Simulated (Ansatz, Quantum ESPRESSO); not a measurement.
## One structure in several programs: LaB6 (Pm-3m, 7 atoms in the cell)

Zone-centre phonon calculation.

```
LaB6
1.0
    4.18625     0.00000     0.00000
    0.00000     4.18625     0.00000
    0.00000     0.00000     4.18625
La B
1 6
Cartesian
  0.00000   0.00000   0.00000
  3.34950   2.09312   2.09312
  0.83675   2.09312   2.09312
  2.09312   3.34950   2.09312
  2.09312   0.83675   2.09312
  2.09312   2.09312   3.34950
  2.09312   2.09312   0.83675
```

Shared settings, as Ansatz (an electronic-structure program) writes them: kpoints.mp_grid.grid = 7 7 7; scf.occupations.method = gaussian; scf.occupations.width = 0.136 eV. Potentials and cutoffs stand in the table.

```tsv
code	model	highest zone-centre frequency (cm⁻¹)	cutoff
Ansatz	PBE, PAW files	1209	default
Quantum ESPRESSO	PBE, GBRV 1.5 ultrasoft (PBE) pseudopotentials	1204	40 Ry
```

The spread over the programs that give each value: highest zone-centre frequency within 5.0 cm⁻¹.

The starting cell comes from a database of computed structures (which also holds hypothetical and non-ambient phases and stackings), without a prior relaxation at this level. Its lattice was rescaled by a random factor within 2.5 % of one.

Keys are those of Ansatz 0.2.
